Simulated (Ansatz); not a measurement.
Worked example: self-consistent single point of Pb (Fm-3m, 1 atom in the cell) in Ansatz (a quantum-chemistry and plane-wave program).

Level of theory: PBE (plane waves, PAW; Ansatz).

The change in words: lattice scaled by 0.98. Reference geometry:
```
CELL_PARAMETERS angstrom
      0.00000     2.51970     2.51970
      2.51970     0.00000     2.51970
      2.51970     2.51970     0.00000
ATOMIC_POSITIONS crystal
  Pb 0.00000 0.00000 0.00000
```

Reference input (self-consistent single point, DFT, PBE, plane waves, default PAW files): kpoints.mp_grid.grid = 8 8 8; hamiltonian.xc = pbe; hamiltonian.pseudopotentials = {kind: paw} (the program's default PAW files); scf.occupations.method = fermi_dirac; scf.occupations.width = 0.0073 Ry. This run's input differs from it in these lines:

```diff
@@ -3,5 +3,5 @@
   lattice:
-    - [0.000000, 2.519703, 2.519703]
-    - [2.519703, 0.000000, 2.519703]
-    - [2.519703, 2.519703, 0.000000]
+    - [0.000000, 2.469309, 2.469309]
+    - [2.469309, 0.000000, 2.469309]
+    - [2.469309, 2.469309, 0.000000]
   atoms:
```

Output, abridged:

```
SCF iter   1: F=—  HF=-11906.420227 eV  |F-HF|=—  |Δ(HF+E_count)|=         —  Δρ=6.30e-4  dr2=9.65e-5  ethr=1.77e-3  ⟨swp⟩=5.6  Hψ=2108  notcnv=0
all-band conjugate gradients solve this SCF's bands
preconditioner: auto → none
SCF iter   2: F=—  HF=-11906.419827 eV  |F-HF|=—  |Δ(HF+E_count)|=   4.00e-4  Δρ=5.37e-4  dr2=4.67e-5  ethr=6.89e-7  ⟨swp⟩=2.2  Hψ=749  notcnv=0
SCF iter   3: F=—  HF=-11906.419830 eV  |F-HF|=—  |Δ(HF+E_count)|=   2.49e-6  Δρ=1.37e-4  dr2=3.19e-6  ethr=3.34e-7  ⟨swp⟩=2.7  Hψ=575  notcnv=0
SCF iter   4: F=—  HF=-11906.419833 eV  |F-HF|=—  |Δ(HF+E_count)|=   2.72e-6  Δρ=3.80e-5  dr2=4.30e-7  ethr=2.28e-8  ⟨swp⟩=2.0  Hψ=361  notcnv=0
iter 5 did not close the SCF: its close was put off for the readings that it lacked (scf_convergence_deferred on its scf_iter line)
SCF iter   5: F=-11906.419832 eV  HF=-11906.419832 eV  |F-HF|=5.56e-9  |Δ(HF+E_count)|=   1.98e-7  Δρ=4.51e-6  dr2=4.69e-9  ethr=3.07e-9  ⟨swp⟩=2.0  Hψ=505  notcnv=0
SCF iter   6: F=-11906.419832 eV  HF=-11906.419832 eV  |F-HF|=2.44e-10  |Δ(HF+E_count)|=   2.05e-9  Δρ=8.75e-7  dr2=2.02e-10  ethr=3.35e-11  ⟨swp⟩=3.4  Hψ=1395  notcnv=0
SCF 1 converged in 6 iterations: F = -11906.419832 eV  dr2 = 2.02e-10
Free energy (F): -11906.419832 eV
Internal energy: -11906.405507 eV  (E = F + TS)
E sigma→0 (E₀):  -11906.412670 eV
Entropy (-TS):   -0.014325 eV (-14.325 meV/atom)
Fermi energy:    11.064485 eV
--- Forces (eV/Å), atoms counted from 1 ---
  atom   1  Pb    -0.00000000    -0.00000000     0.00000000
--- Stress (GPa, compression-positive) ---
        2.873714       0.000000      -0.000000
        0.000000       2.873714      -0.000000
       -0.000000      -0.000000       2.873714
  P = ⅓ Tr σ = 2.8737 GPa (28.737 kbar)
  The stress holds the Pulay correction. Without it, at fixed plane waves, as pw.x and ABINIT print it: P = 2.8504 GPa
```

The run converged in 6 iterations. Against the reference run the free energy goes up by 16.1 meV/atom and the pressure goes from 0.02 to 2.87 GPa.

The starting cell comes from a database of computed structures (which also holds hypothetical and non-ambient phases and stackings), without a prior relaxation at this level. Its lattice was rescaled by a random factor within 2.5 % of one. For this run, on top of that: lattice scaled by 0.98. Ansatz's pressure includes its estimate of the finite-basis (Pulay) stress.

Keys are those of Ansatz 0.2.
